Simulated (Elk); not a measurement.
```xyz
2
Lattice="1.4855 -2.5730 0.0000 1.4855 2.5730 0.0000 0.0000 0.0000 5.6031" Properties=species:S:1:pos:R:3 pbc="T T T"
Cd     1.4855     0.8577     1.4508
Cd     1.4855    -0.8577     4.2024
```

Method of the run: PBE, all-electron FP-LAPW, Elk's shipped species files, APW+lo basis with extra local orbitals in Elk 10.2.4.

The set-up and first iterations of an Elk log for Cd (P-3m1, 2 atoms in the cell):

```
│ Elk code version 10.2.4 │

All units are atomic (Hartree, Bohr, etc.)

│ Ground-state run starting from atomic densities │

Lattice vectors :
   2.807244612      -4.862290297       0.000000000
   2.807244612       4.862290297       0.000000000
   0.000000000       0.000000000       10.58840004

Unit cell volume      :    289.0556601
Brillouin zone volume :   0.8581399629

Muffin-tin inner radius fraction :   0.1000000000E-01

Nuclei treated as point charges

Species :    1 (Cd)
 parameters loaded from : Cd.in
 name : cadmium
 nuclear charge    :   -48.00000000
 electronic charge :    48.00000000
 atomic mass :    204912.7175
 muffin-tin radius :    2.210000000
 number of radial points in muffin-tin :    597
 atomic positions (lattice), magnetic fields (Cartesian) :
   1 :   0.33333333  0.16666667  0.25446200    0.00000000  0.00000000  0.00000000
   2 :  -0.33333333 -0.16666667 -0.25446200    0.00000000  0.00000000  0.00000000

   [... lines left out ...]
Maximum |G+k| for APW functions       :    3.393665158
Maximum (1/2)|G+k|²                   :    5.758481604
Maximum |G| for potential and density :    16.00000000
 potential will be trimmed for |G| > 2 gkmax
Constant for pseudocharge density :    9
Radial integration step length :    4

G-vector grid sizes :     30    30    54
Number of G-vectors :    20051

Maximum angular momentum used for
 APW functions                      :    8
 outer part of muffin-tin           :    6
 inner part of muffin-tin           :    2

Total nuclear charge    :   -96.00000000
Total core charge       :    60.00000000
Total valence charge    :    36.00000000
Total excess charge     :    0.000000000
Total electronic charge :    96.00000000

Effective Wigner radius, rₛ :   0.8957920665

Number of empty states         :    8
Total number of valence states :   26
Total number of core states    :   60

Conduction state local-orbitals added automatically
Total number of local-orbitals :  164

Exchange-correlation functional :     20     0     0
 Perdew-Burke-Ernzerhof, Phys. Rev. Lett. 77, 3865 (1996)
 gradient requirement :    1
 generalised gradient approximation (GGA)

Smearing type :    3
 Fermi-Dirac
Smearing width :   0.3674930000E-02
Effective electronic temperature (K) :    1160.451112

Mixing type :    3
 Broyden mixing, J. Phys. A: Math. Gen. 17, L317 (1984)

Kohn-Sham potential initialised from atomic data
│ Self-consistent loop started │
│ Loop number : 1 │
 total energy                :     -11193.1920401
│ Loop number : 2 │
 total energy                :     -11193.3322402
RMS change in Kohn-Sham potential (target) :   0.9558821915E-01 (  0.1000000000E-05)
Absolute change in total energy (target)   :   0.1402001265     (  0.1000000000E-03)
│ Loop number : 3 │
 total energy                :     -11193.3326034
RMS change in Kohn-Sham potential (target) :   0.9463776180E-01 (  0.1000000000E-05)
Absolute change in total energy (target)   :   0.3541320914E-01 (  0.1000000000E-03)
│ Loop number : 4 │
 total energy                :     -11192.8712515
RMS change in Kohn-Sham potential (target) :   0.5066839745E-01 (  0.1000000000E-05)
Absolute change in total energy (target)   :   0.4524985957     (  0.1000000000E-03)
│ Loop number : 5 │
 total energy                :     -11193.6546082
RMS change in Kohn-Sham potential (target) :   0.2043592598E-01 (  0.1000000000E-05)
Absolute change in total energy (target)   :   0.6702320366     (  0.1000000000E-03)
│ Loop number : 6 │
 total energy                :     -11196.7539977
RMS change in Kohn-Sham potential (target) :   0.5267935393E-01 (  0.1000000000E-05)
Absolute change in total energy (target)   :    3.266947546     (  0.1000000000E-03)
│ Loop number : 7 │
 total energy                :     -11180.9040790
RMS change in Kohn-Sham potential (target) :   0.1337459158     (  0.1000000000E-05)
   [... lines left out ...]
```

How does the run end?

The run ended unconverged after 100 iterations. It gives no final result for the task that was set. The log goes on:

```
 total energy                :     -11183.1575512
RMS change in Kohn-Sham potential (target) :   0.1088894485     (  0.1000000000E-05)
   [... lines left out ...]
RMS change in Kohn-Sham potential (target) :   0.2722102369     (  0.1000000000E-05)
Absolute change in total energy (target)   :    41.62563522     (  0.1000000000E-03)
│ Loop number : 98 │
 total energy                :     -11200.4768146
RMS change in Kohn-Sham potential (target) :   0.9108916603E-01 (  0.1000000000E-05)
Absolute change in total energy (target)   :    26.91292807     (  0.1000000000E-03)
│ Loop number : 99 │
 total energy                :     -11178.9368024
RMS change in Kohn-Sham potential (target) :   0.1566537500     (  0.1000000000E-05)
Absolute change in total energy (target)   :    28.26824416     (  0.1000000000E-03)
│ Loop number : 100 │
Reached self-consistent loops maximum

Energies :
 Fermi                       :     0.276671832198
 total energy                :     -11202.2896750

Density of states at Fermi energy :    27.05379858
 (states/Hartree/unit cell)

Estimated indirect band gap :   0.1192530647E-01
 from k-point     10 to k-point      3
Estimated direct band gap   :   0.3404676992E-01
 at k-point     10

Charges :
 core                        :    60.00000000
 valence                     :    36.00000000
 interstitial                :    4.404064331
 muffin-tins (core leakage)
  species :    1 (Cd)
   atom    1                 :    45.79796783     (  0.1897952504E-02)
   atom    2                 :    45.79796783     (  0.1897952504E-02)
 total in muffin-tins        :    91.59593567
 total calculated charge     :    96.00277042
 total charge                :    96.00000000
 error                       :   0.2770419879E-02

│ Self-consistent loop stopped │
```

The starting cell has typed, rounded lattice constants, without a prior relaxation at this level. Its lattice was rescaled by up to half a per cent. One atom was moved a little off its site on purpose. Values depend on the basis (sphere radii, cutoffs, local orbitals), which need not be converged.

The run was DFT, PBE, all-electron FP-LAPW, Elk's shipped species files, APW+lo basis with extra local orbitals. Main settings of its input:

| setting | value |
|---|---|
| xctype | 20 |
| rgkmax | 7.5 |
| swidth | 0.00367493 Ha |
| ngridk | 5 5 2 |
| gmaxvr | 16 1/bohr |
| nxlo | 2 |
| lorbcnd | true |
| rmtscf | 0.85 |
| lmaxi | 2 |
| maxscl | 100 |
